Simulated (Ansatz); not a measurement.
# What x(Te) = 0.25, 8 atoms, Cm does to BeSe

Start from BeSe in the zinc blende structure (space group F-43m, No. 216; a = 5.1289 Å).

The other end (x = 1) is BeTe in the zinc blende structure (space group F-43m, No. 216): 22.00 Å³/atom, gap 1.84 eV.

One thing is altered: a fraction x = 0.25 of the Se sites is given to Te, ordered in a cell of 8 atoms (starting symmetry Cm) and fully relaxed.

Level of theory: PBEsol (Ansatz, a first-principles code), scalar-relativistic without spin-orbit coupling. Settings: 9×9×5 k-points, 0.05 eV Fermi–Dirac smearing, for the changed cell.

```json
[
 {"quantity": "density", "base": "4.33 g/cm³", "changed": "4.59 g/cm³", "shift": "+0.26 g/cm³"},
 {"quantity": "shortest interatomic distance", "base": "2.221 Å", "changed": "2.199 Å", "shift": "-0.022 Å"},
 {"quantity": "band gap", "base": "2.47 eV", "changed": "1.85 eV", "shift": "-0.62 eV"},
 {"quantity": "gap character (in this cell's own zone, which can be folded)", "base": "–", "changed": "indirect, Γ → Y₂", "shift": "–"},
 {"quantity": "valence-band top at Γ (three highest levels, from the VBM)", "base": "0.00, 0.00, 0.00 eV", "changed": "0.00, -0.26, -0.41 eV", "shift": "–"},
 {"quantity": "mixing energy", "base": "–", "changed": "+27 meV/atom", "shift": "–"},
 {"quantity": "deviation of the volume from the linear (Vegard-type) interpolation", "base": "–", "changed": "-0.2 %", "shift": "–"},
 {"quantity": "bowing parameter b of this ordering, from Eg = [1−x] Eg[0] + x Eg[1] − b x [1−x]", "base": "–", "changed": "2.5 eV", "shift": "–"},
 {"quantity": "mean first-shell distances", "base": "–", "changed": "Se–Be 2.242 Å (end compound 2.221 Å), Te–Be 2.378 Å (end compound 2.427 Å)", "shift": "–"}
]
```

Final structure:

```yaml
crystal:
  lattice:
    - [6.15474, -1.85801, 0.00000]
    - [6.15474, 1.85801, 0.00000]
    - [-1.12676, 0.00000, 6.33354]
  atoms:
    - { symbol: Se, position: [0.68984, 0.68984, 0.56812] }
    - { symbol: Se, position: [0.18519, 0.18519, 0.05616] }
    - { symbol: Te, position: [0.93698, 0.93698, 0.31231] }
    - { symbol: Se, position: [0.43786, 0.43786, 0.81295] }
    - { symbol: Be, position: [0.00222, 0.00222, 0.98412] }
    - { symbol: Be, position: [0.50677, 0.50677, 0.51990] }
    - { symbol: Be, position: [0.25246, 0.25246, 0.75007] }
    - { symbol: Be, position: [0.73868, 0.73868, 0.24636] }
```

Cost of the whole job for the changed cell (relaxation, final SCF and bands): about 10 core-minutes (a rough figure).

These are small ordered cells, not random alloys; other orderings at the same x differ. Spin-orbit coupling, missing from the scalar runs, can matter with Te. No phonon test of stability was made. Labels are those of the standard path for the cell's own space group.
